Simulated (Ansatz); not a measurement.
Data:

```yaml
crystal:
  lattice:
    - [-0.01692, 1.94966, 1.94966]
    - [1.94966, -0.01692, 1.94966]
    - [1.94966, 1.94966, -0.01692]
  atoms:
    - { symbol: Pt, position: [0.00000, 0.00000, 0.00000] }
```

Calculation: PBEsol, rigid bands (plane waves, PAW, scalar-relativistic; Ansatz, an electronic-structure program). Condition of this run: uniaxial stress along [111] of 2 GPa (compression positive) (the target of the relaxation). Cell: cell and atoms relaxed with PBEsol, then loaded as said.

Problem. Predict the product ρ₀λ of resistivity and mean free path that follows from the Fermi surface's area.

Solution. 3.5 ×10⁻¹⁶ Ω·m².

Problem. And the Drude plasma energy and the root-mean-square Fermi velocity at 300 K?

Solution. 8.9 eV; 4.8e5 m/s.

A metal at this level (no band gap); rigid bands, thermally averaged at 300 K, both spins. Spin-orbit coupling is left out, which matters with elements this heavy. τ is one relaxation time for all states; the product of resistivity and mean free path takes one path for all states instead.
